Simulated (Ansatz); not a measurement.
# Hypothetical CsCl type MoP, pressure series

Start from MoP in the CsCl type structure (space group Pm-3m, No. 221; a = 2.9745 Å; a hypothetical phase, not in the database extracts checked).

Cell and atoms are relaxed at each pressure.

Calculations: PBEsol (Ansatz, an electronic-structure program, PAW, spin-orbit coupling left out).

Notes on the quantities. enthalpy: H = E + PV relative to the base's energy.

```json
[
 {"change": "base", "density": "8.01 g/cm³", "shortest interatomic distance": "4.868 bohr", "enthalpy": "–"},
 {"change": "pressure −2 GPa", "density": "7.94 g/cm³", "shortest interatomic distance": "4.881 bohr", "enthalpy": "-0.16 eV/atom"},
 {"change": "pressure −1 GPa", "density": "7.98 g/cm³", "shortest interatomic distance": "4.874 bohr", "enthalpy": "-0.08 eV/atom"},
 {"change": "pressure 0.3 GPa", "density": "8.02 g/cm³", "shortest interatomic distance": "4.866 bohr", "enthalpy": "+0.02 eV/atom"},
 {"change": "pressure 0.7 GPa", "density": "8.03 g/cm³", "shortest interatomic distance": "4.864 bohr", "enthalpy": "+0.06 eV/atom"},
 {"change": "pressure 1.5 GPa", "density": "8.05 g/cm³", "shortest interatomic distance": "4.859 bohr", "enthalpy": "+0.12 eV/atom"},
 {"change": "pressure 3 GPa", "density": "8.10 g/cm³", "shortest interatomic distance": "4.849 bohr", "enthalpy": "+0.24 eV/atom"},
 {"change": "pressure 5 GPa", "density": "8.16 g/cm³", "shortest interatomic distance": "4.838 bohr", "enthalpy": "+0.41 eV/atom"},
 {"change": "pressure 7.5 GPa", "density": "8.23 g/cm³", "shortest interatomic distance": "4.824 bohr", "enthalpy": "+0.61 eV/atom"},
 {"change": "pressure 10 GPa", "density": "8.30 g/cm³", "shortest interatomic distance": "4.810 bohr", "enthalpy": "+0.81 eV/atom"}
]
```

Load acts through the strain it causes; cell and atoms are relaxed under it. No phonon test of stability was made. Competing high-pressure phases were not computed. The final runs are not spin-polarised. An odd electron count without spin: MoP.
